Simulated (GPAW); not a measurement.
Band structure of a sheet of SnSe₂ (3 atoms in the cell).

```
CELL_PARAMETERS angstrom
      3.85745     0.00000     0.00000
     -1.92873     3.34065     0.00000
      0.00000     0.00000    17.09974
ATOMIC_POSITIONS crystal
  Sn 0.00000 0.00000 0.50000
  Se 0.33333 0.66667 0.59064
  Se 0.66667 0.33333 0.40936
```

Level of theory: PBE, GPAW PAW datasets PBE (gpaw-data 1.0.1) (plane waves; GPAW).

Settings: mode = pw; ecut = 600 eV; xc = PBE; kpts = 7 7 1; mesh shift (steps) = 0 0 0; occupations.name = fermi-dirac; occupations.width = 0.1 eV; nbands = -6; convergence.density = 1e-05 e/electron; convergence.energy = 1e-05 eV/electron; convergence.bands = -4; symmetry.symmorphic = false; symmetry.tolerance = 0.0005; maxiter = 120.

The starting cell was generated: these elements placed on a structure prototype, without a prior relaxation; it need not be a known phase or ordering of this composition. Its lattice was rescaled in the plane by a random factor within 2.5 % of one.

Question: Predict the gap along the standard path and the places of the band edges.

Answer: The gap along the path is 0.92 eV, from a point between Γ and M to M; the smallest direct gap on it is 1.21 eV.

Levels in eV from the top of the valence band on the SCF mesh, bands 10 to 17:
```json
[
 {"point": "Γ", "10": "-0.52", "11": "-0.52", "12": "-0.11", "13": "-0.11", "14": "1.61", "15": "3.04", "16": "4.61", "17": "4.61"},
 {"point": "M", "10": "-2.29", "11": "-2.14", "12": "-0.56", "13": "-0.29", "14": "0.92", "15": "4.18", "16": "5.72", "17": "5.82"},
 {"point": "K", "10": "-3.59", "11": "-3.18", "12": "-0.69", "13": "-0.69", "14": "2.06", "15": "5.55", "16": "5.55", "17": "6.77"}
]
```
